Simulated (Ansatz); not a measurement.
The starting structures come from a database of crystals and need not be the phases stable at ambient conditions.

By PBEsol, the system below comes out a metal.

Data:

```yaml
crystal:
  lattice:
    - [4.06851, 0.00000, 0.00000]
    - [0.00000, 4.06851, 0.00000]
    - [2.03425, -2.03425, 2.87687]
  atoms:
    - { symbol: Sn, position: [0.50000, 0.50000, 0.00000] }
    - { symbol: As, position: [0.00000, 0.00000, 0.00000] }
```

Space group of this cell: Fm-3m, rock salt. The cell is taken as given; by PBEsol its mean pressure is -1.5 GPa.

The current flows along the normal of the first two printed cell vectors, the (001) plane of the conventional cell. No spin-orbit coupling; the value is a mean over 0.1 eV about the Fermi level.

Question: State the ballistic conductance per area according to PBEsol in Ansatz (a first-principles code).

Answer: 0.71 × 10¹⁵ S/m² for both spins.
